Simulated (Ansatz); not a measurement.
The starting structures come from a database of crystals and need not be the phases stable at ambient conditions.

By PBEsol, the system below comes out a metal.

Data:

```
InPd
1.0
    3.20644     0.00000     0.00000
    0.00000     3.20644     0.00000
    0.00000     0.00000     3.27188
In Pd
1 1
Direct
  0.00000   0.00000   0.00000
  0.50000   0.50000   0.50000
```

Space group of this cell: P4/mmm. The cell is strained (lengths across the current scaled by 0.98, ions clamped); by PBEsol its mean pressure is 2.6 GPa.

The current flows along the normal of the first two printed cell vectors, the (001) (indices of the unstrained crystal) plane of the conventional cell. No spin-orbit coupling; the value is a mean over 0.1 eV about the Fermi level.

Q: Give the ballistic conductance per area that Ansatz (a quantum-chemistry and plane-wave program) with PBEsol yields.

A: 0.87 × 10¹⁵ S/m² for both spins.
